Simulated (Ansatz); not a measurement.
The starting structures come from a database of crystals and need not be the phases stable at ambient conditions.

By PBEsol, the system below comes out a metal.

The ballistic (Sharvin) conductance counts the channels at the Fermi level: G/A = (e²/h) × channels of both spins per area.

Given:

```
Si
1.0
    2.60536     0.00000     0.00000
   -1.30268     3.28655     0.00000
    1.30268     0.00000     3.28655
Si
2
Direct
  0.25000   0.50000   0.50000
  0.50000   0.00000   0.00000
```

Space group of this cell: I4_1/amd. The cell is strained (all lengths scaled by 0.98); by PBEsol its mean pressure is 9.0 GPa.

The current flows along the normal of the first two printed cell vectors, the (110) plane of the conventional cell. No spin-orbit coupling; the value is a mean over 0.1 eV about the Fermi level.

### Question
State the ballistic conductance per area according to PBEsol (Ansatz, a first-principles code).

### Answer
1.2 × 10¹⁵ S/m² for both spins.
